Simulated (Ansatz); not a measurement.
Base system: AlRu in the CsCl type structure (space group Pm-3m, No. 221; a = 2.983 Å). Axes: x, y, z lie along the cube axes.

The values are results of r2SCAN (Ansatz, an electronic-structure program; PAW; 500 eV plane waves; without spin-orbit coupling), not measurements.

Before the change:

| Item | Result |
|---|---|
| Pressure | 0.0 GPa |
| Shortest interatomic distance | 2.583 Å |

One thing is altered: biaxial strain +3.79 %, plane normal [111], relaxed out of plane (Cartesian); in-plane vectors clamped, the third vector and the atoms free.

Problem. What does the calculation give for the pressure after the change?

Solution. The pressure (mean of the normal stresses, compression positive) goes from zero to -9.9 GPa.

Problem. What happens to the energy relative to the base?

Solution. The energy grows by 49 meV/atom.

Problem. Estimate the effect on the shortest interatomic distance.

Solution. The shortest interatomic distance shrinks by 0.052 Å to 2.531 Å.

Without a gap, meshes like the base's 16×16×16 leave anisotropic stresses uncertain by several tenths of a GPa, and small strain energies with them. Stability against distortions was not tested. All final runs are without spin polarisation.
